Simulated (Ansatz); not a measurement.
## A computed series for TaAs: point defects

The parent structure is a 16-atom supercell of TaAs (space group I4_1md, No. 109) at its relaxed geometry.

```yaml
crystal:
  lattice:
    - [-1.73153, 1.73153, 5.86650]
    - [6.92613, 0.00000, 0.00000]
    - [0.00000, 6.92613, 0.00000]
  atoms:
    - { symbol: Ta, position: [0.99824, 0.49956, 0.50044] }
    - { symbol: Ta, position: [0.99824, 0.99956, 0.50044] }
    - { symbol: Ta, position: [0.99824, 0.49956, 0.00044] }
    - { symbol: Ta, position: [0.99824, 0.99956, 0.00044] }
    - { symbol: Ta, position: [0.49824, 0.12456, 0.12544] }
    - { symbol: Ta, position: [0.49824, 0.62456, 0.12544] }
    - { symbol: Ta, position: [0.49824, 0.12456, 0.62544] }
    - { symbol: Ta, position: [0.49824, 0.62456, 0.62544] }
    - { symbol: As, position: [0.83376, 0.20844, 0.79156] }
    - { symbol: As, position: [0.83376, 0.70844, 0.79156] }
    - { symbol: As, position: [0.83376, 0.20844, 0.29156] }
    - { symbol: As, position: [0.83376, 0.70844, 0.29156] }
    - { symbol: As, position: [0.33376, 0.33344, 0.91656] }
    - { symbol: As, position: [0.33376, 0.83344, 0.91656] }
    - { symbol: As, position: [0.33376, 0.33344, 0.41656] }
    - { symbol: As, position: [0.33376, 0.83344, 0.41656] }
```

One neutral defect a cell, atoms relaxed at fixed cell.

The values are results of PBE/PAW in Ansatz (a first-principles code), without spin-orbit coupling, not measurements.

```json
[
 {"variant": "perfect supercell", "pressure": "0.0 GPa", "largest displacement of a host atom from its site in the perfect cell": "–"},
 {"variant": "Ta on a As site (antisite)", "pressure": "(withheld)", "largest displacement of a host atom from its site in the perfect cell": "0.18 Å"},
 {"variant": "N on a As site", "pressure": "-7.8 GPa", "largest displacement of a host atom from its site in the perfect cell": "0.23 Å"},
 {"variant": "Li interstitial (started 1.95 Å from the nearest host atom), symmetric start", "pressure": "4.7 GPa", "largest displacement of a host atom from its site in the perfect cell": "0.17 Å"},
 {"variant": "Lu on a Ta site", "pressure": "5.3 GPa", "largest displacement of a host atom from its site in the perfect cell": "(withheld)"}
]
```

### Question
Complete the table.

### Answer

- Ta on a As site (antisite), pressure: 4.4 GPa
- Lu on a Ta site, largest displacement of a host atom from its site in the perfect cell: 0.07 Å

In so small a cell the defect repeats every few ångströms: this is an ordered compound, not a dilute defect. Defects with a symmetric start kept the site's symmetry and may sit on a saddle; the others started slightly shaken. All final runs are without spin polarisation.
